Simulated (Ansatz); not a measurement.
Start from Hf (space group P6/mmm, No. 191; a cell from a computed database, its experimental status unchecked).

```
CELL_PARAMETERS angstrom
      4.91905     0.00000     0.00000
     -2.45953     4.26002     0.00000
      0.00000     0.00000     3.06121
ATOMIC_POSITIONS crystal
  Hf 0.66667 0.33333 0.50000
  Hf 0.33333 0.66667 0.50000
  Hf 0.00000 0.00000 0.00000
```

The values are results of PBEsol/PAW in Ansatz (a first-principles code), scalar-relativistic without spin-orbit coupling, not measurements.

One change was made to it. Results:

The density shrinks by 9.03 g/cm³ (13.86 g/cm³ → 4.83 g/cm³); the c/a ratio shrinks by 0.002 to 0.620; the shortest interatomic distance drops by 23.4 pm, from 284.0 pm to 260.6 pm.

Problem. Which of these changes matches the shifts?
(A) Hf → Zr
(B) Hf → Li
(C) Hf → Ti

Solution. C, Hf → Ti. For comparison, the density in the other runs: Hf → Li gives 0.57 g/cm³; Hf → Zr gives 6.82 g/cm³.

Whether these cells are dynamically stable was not tested. For Ti and Zr in this form, whether it has been made was not checked. The final runs are not spin-polarised. This is not the structure that Ti has at room temperature and ambient pressure. This is not the structure that Hf has at room temperature and ambient pressure. This is not the structure that Li has at room temperature and ambient pressure. This is not the structure that Zr has at room temperature and ambient pressure.
